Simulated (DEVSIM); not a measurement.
Device: abrupt Si p-n junction, at 350 K.

Layer 1 from the left is Si, thickness (μm) 0.140, Na (cm⁻³) 9.4e16, τn (s) 1.4e-7, τp (s) 1.4e-7. Layer 2 from the left is Si, thickness (μm) 43.0, Nd (cm⁻³) 2.5e16, τn (s) 1.4e-7, τp (s) 1.4e-7.

Left contact: ohmic. Right contact: ohmic. Voltage is applied to the left contact. Recombination: SRH at mid-gap, radiative, Auger. Mobility is μmin + (μ − μmin)/(1 + (N/Nref)^α).

The device is made up for the run: typed textbook-type constants, with dimensions and the other settings drawn at random. Values at 300 K; Nc and Nv go as T^1.5, mobilities as T to minus their exponent, the gap by Varshni's rule with the affinity fixed.

Si: gap (eV) 1.124, affinity (eV) 4.05, permittivity 11.7, Nc (cm⁻³) 2.86e19, Nv (cm⁻³) 3.1e19, μn (cm²/Vs) 1417, μp (cm²/Vs) 470, μn,min 52, μp,min 45, Nref,n 9.7e16, Nref,p 2.2e17, αn 0.68, αp 0.72, T exponent of μn 2.3, T exponent of μp 2.2, B (cm³/s) 4.7e-15, Cn (cm⁶/s) 2.8e-31, Cp (cm⁶/s) 9.9e-32, Varshni α (eV/K) 0.000473, Varshni β (K) 636.

**Question.** Estimate by hand the built-in potential, the peak field at zero bias, the capacitance at -3 V, and compare with a numerical solution.

**Answer.** 
- Built-in potential: ni = √(Nc Nv) exp(−Eg/2kT) = 3.78e11 cm⁻³ with Eg = 1.111 eV; Vbi = kT/q ln(Na Nd/ni²) = 0.709 V; numerical 0.709 V.
- Peak field at zero bias: depletion approximation: W = √(2εVbi/(qN)) = 0.216 μm with N = 1.97e16 cm⁻³; field = 2Vbi/W = 65800 V/cm; numerical 63000 V/cm (estimate above by 4.5 %).
- Capacitance at -3 V: C = √(qεN / 2(Vbi + |V|)) = 21.0 nF/cm²; numerical 21.2 nF/cm² (estimate below by 0.84 %).

DEVSIM, 1D drift-diffusion, Boltzmann statistics, complete ionisation; no tunnelling, impact ionisation, image-force lowering or self-heating.
